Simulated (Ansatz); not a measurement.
Ansatz (a first-principles code) run on VFe₃ (I4mm, 4 atoms in the cell): self-consistent single point.

Method of the run: LDA (PW92), default PAW files made with PBE (plane waves; Ansatz).

```
CELL_PARAMETERS angstrom
     -2.03346     2.03346     2.88264
      2.03346    -2.03346     2.88264
      2.03346     2.03346    -2.88264
ATOMIC_POSITIONS crystal
  V  0.50867 0.50867 0.00000
  Fe 0.75000 0.25000 0.50000
  Fe 0.25000 0.75000 0.50000
  Fe 0.00000 0.00000 0.00000
```
Moments meant for the start (each program seeds them in its own way; μB, in the order of the atoms V Fe Fe Fe): 2.0 4.0 4.0 4.0.

Reference input (self-consistent single point, DFT, LDA (PW92), plane waves, default PAW files made with PBE): basis.ecutwfc = 30.9 Ry; kpoints.mp_grid.grid = 8 8 8; hamiltonian.xc = lda; hamiltonian.pseudopotentials = {kind: paw} (the program's default PAW files); magnetization.spin_polarized = true; scf.occupations.method = gaussian; scf.occupations.width = 0.0073 Ry. This run's input differs from it in these lines:

Ansatz 0.2 input:
```diff
@@ -13,3 +13,3 @@
 kpoints:
-  mp_grid: { grid: [8, 8, 8] }
+  mp_grid: { grid: [8, 8, 8], shift: [0.5, 0.5, 0.5] }
 hamiltonian:
```

Output (repeated stretches shortened):

```
SCF iter   1: F=—  HF=-16124.473937 eV  |F-HF|=—  |Δ(HF+E_count)|=         —  Δρ=2.65e-1 (↑2.65e-1 ↓1.42e-1)  dr2=7.06e0  dr2_m=1.74e1  M=5.441 μB ∫|m|=6.134 μB  β_m=0.30  ethr=3.10e-3  ⟨swp⟩=5.4  Hψ=16028  notcnv=0  defer=36
Mixer restart at iter 1: flushing history
all-band conjugate gradients solve this SCF's bands
preconditioner: auto → Kerker (q_TF=auto, 2.843 Å⁻¹)
   [... lines left out ...]
SCF iter  13: F=—  HF=-16120.588280 eV  |F-HF|=—  |Δ(HF+E_count)|=   1.05e-8  Δρ=1.98e-6 (↑1.35e-6 ↓1.98e-6)  dr2=3.25e-9  dr2_m=1.17e-10  M=4.935 μB ∫|m|=6.631 μB  β_m=0.94  ethr=2.12e-10  ⟨swp⟩=2.1  Hψ=6435  notcnv=0  defer=568
SCF iter  14: F=-16120.588280 eV  HF=-16120.588280 eV  |F-HF|=8.89e-9  |Δ(HF+E_count)|=   2.48e-9  Δρ=2.35e-6 (↑1.57e-6 ↓2.35e-6)  dr2=9.33e-9  dr2_m=9.13e-11  M=4.935 μB ∫|m|=6.631 μB  ethr=5.33e-12  ⟨swp⟩=6.2  Hψ=18480  notcnv=0
SCF 1 converged in 14 iterations: F = -16120.588280 eV  dr2 = 9.33e-9
WARN: the starting moments were not kept: 1 of 4 ended reversed and 3 kept their direction, counting a site from 0.1 μB …
Magnetization: 4.9348 μB (32.9674 up, 28.0326 down)
   [... lines left out ...]
Absolute magnetization: 6.6312 μB (∫|ρ↑−ρ↓|, with the PAW one-centre terms)
Free energy (F): -16120.588280 eV
Fermi energy:    17.827589 eV
   [... lines left out ...]
  atom   4  Fe    -0.00000000     0.00000000     0.14048095
--- Stress (GPa, compression-positive) ---
      -21.252492       0.000000       0.000000
        0.000000     -21.252492       0.000000
        0.000000       0.000000     -21.586089
  P = ⅓ Tr σ = -21.3637 GPa (-213.637 kbar)
  The stress holds the Pulay correction. Without it, at fixed plane waves, as pw.x and ABINIT print it: P = -21.5173 GPa
```

The run converged in 14 iterations. Against the reference run the free energy hardly moves (within 1 meV/atom), the pressure goes from -21.14 to -21.36 GPa, the largest force moves little (0.328 to 0.327 eV/Å) and the size of the net moment hardly changes (1.25 to 1.23 μB/atom).

The starting cell comes from a database of computed structures (which also holds hypothetical and non-ambient phases and stackings), without a prior relaxation at this level. Its lattice was rescaled by up to half a per cent. One atom was moved a little off its site on purpose. The magnetic order is the one reached from the typed start; others were not searched systematically. The program warned that a starting moment was not kept. Ansatz's pressure includes its estimate of the finite-basis (Pulay) stress.

Cost on one core of a shared machine: roughly 30 s.
